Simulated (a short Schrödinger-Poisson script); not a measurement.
Structure: single Ge/Si0.15Ge0.85 quantum well.

| layer | material | thickness (nm) |
|---|---|---|
| 1 | Si0.15Ge0.85 | 20 |
| 2 | Ge | 12 |
| 3 | Si0.15Ge0.85 | 20 |

The device is made up for the run: typed textbook-type constants, with dimensions and the other settings drawn at random. Ge: direct gap (eV) 0.88, conduction-band edge (eV) 0, electron mass (mₑ) 0.041, heavy-hole mass 0.21, light-hole mass 0.046. Si0.15Ge0.85: direct gap (eV) 1.36, conduction-band edge (eV) 0.4, electron mass (mₑ) 0.053, heavy-hole mass 0.24, light-hole mass 0.06.

The valence-band edge of each layer lies one gap below its conduction-band edge. The electron's potential energy rises along the stack by the applied field. Mesh 0.03 nm at interfaces.

Task: Estimate e1 and hh1 for infinitely high walls at zero field, and compare with the finite well.

Result: ħ²π²/(2mL²) gives 63.7 meV for the electron and 12.4 meV for the heavy hole. The finite well gives 38.2 and 7.7 meV, 0.60 and 0.62 of the estimates, as the states reach into the barriers (2 % of e1 lies outside the well).

From a short Schrödinger-Poisson script (our own, NumPy): one-band effective-mass equation with BenDaniel-Duke matching, electrons, heavy and light holes apart, hard walls at the outer ends, one valence edge for both holes (no strain splitting), no charge, excitons, band mixing or non-parabolicity; under a field the levels are quasi-bound states of a box, listed while three quarters of their weight lies within 4 nm of the wells.
